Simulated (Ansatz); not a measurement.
We consider MnCl2 (R-3m, No. 166), described by PBE0 in Ansatz (plane waves, PAW).

Numerical settings: plane-wave cutoff 500 eV, 8×8×8 k mesh, gaussian smearing 0.02 eV, spin-polarised start, scalar-relativistic PAW data made under PBE.

Cell (relaxed with r²SCAN):

```
MnCl2
1.0
    1.84669     1.06619     6.07428
   -1.84669     1.06619     6.07428
    0.00000    -2.13237     6.07428
Mn Cl
1 2
Direct
  0.00000   0.00000   0.00000
  0.74258   0.74258   0.74258
  0.25742   0.25742   0.25742
```

Question: Estimate the band gap that the calculation returns.

Answer: 
- band gap = 5.32 eV (on the SCF k mesh)

Note: the magnetic order was assumed, not searched for or taken from measurement; cell and atoms aren't relaxed at this level (pressure 0.7 GPa); the cell has widely spaced layers and the level no dispersion term, so their spacing and the moduli can rest on weak binding.

Computed values are for the static lattice.

The result took very roughly 27 core-minutes.

Ansatz is an electronic-structure program.
